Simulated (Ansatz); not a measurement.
The reference is W in the bcc (W type) structure (space group Im-3m, No. 229; a = 3.169 Å; relaxed with 0.1 eV smearing). Axes: x, y, z lie along the cube axes.

Method: r2SCAN, PAW, 500 eV (Ansatz, a quantum-chemistry and plane-wave program; without spin-orbit coupling).

A first run, uniaxial strain ε_yy = +1.24 %, gives secant values C11 ≈ 530 GPa and C12 ≈ 200 GPa from its stress. A second run applies isotropic strain −2.54 %.

What does linear elasticity predict for the bulk modulus −ΔP/(ΔV/V₀) in the second run, and what does the run give?

Linear elasticity: (C11 + 2 C12)/3 = 310 GPa. The run gives 390 GPa; any difference comes from nonlinear terms at these strains and numerical noise.

Stability against distortions was not tested. The final runs are not spin-polarised.
